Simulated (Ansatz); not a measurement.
The starting structures come from a database of crystals and need not be the phases stable at ambient conditions.

Inside the gap of an insulator the Bloch states are evanescent, with a wavenumber k + iκ along the transport direction.

```
CELL_PARAMETERS angstrom
      5.37205     0.00000     0.00000
      0.00000     5.46280     0.00000
      0.00000     0.00000     7.63636
ATOMIC_POSITIONS crystal
  Ca 0.49093 0.45760 0.75000
  Ca 0.50907 0.54240 0.25000
  Ca 0.99093 0.04240 0.25000
  Ca 0.00907 0.95760 0.75000
  Ti 0.00000 0.50000 0.50000
  Ti 0.50000 0.00000 0.50000
  Ti 0.50000 0.00000 0.00000
  Ti 0.00000 0.50000 0.00000
  O  0.92322 0.51867 0.75000
  O  0.07678 0.48133 0.25000
  O  0.42322 0.98133 0.25000
  O  0.57678 0.01867 0.75000
  O  0.20971 0.21039 0.95984
  O  0.79029 0.78961 0.04016
  O  0.70971 0.28961 0.04016
  O  0.29029 0.71039 0.95984
  O  0.29029 0.71039 0.54016
  O  0.70971 0.28961 0.45984
  O  0.79029 0.78961 0.45984
  O  0.20971 0.21039 0.54016
```

Space group of this cell: Pnma. The cell is taken as given; by PBEsol its mean pressure is -3.0 GPa.

Transport runs along the normal of the first two printed cell vectors.

The gap is the functional's own, uncorrected, and κ follows it; spin-orbit coupling is left out. Mid-gap values are interpolated between the computed energies.

Task: Predict the band gap and the smallest decay constant κ at mid-gap from Ansatz (a program for electronic structure) with PBEsol.

Result: Gap 2.39 eV on a 6×6×4 mesh; κ = 0.260 1/Å, at the zone centre.
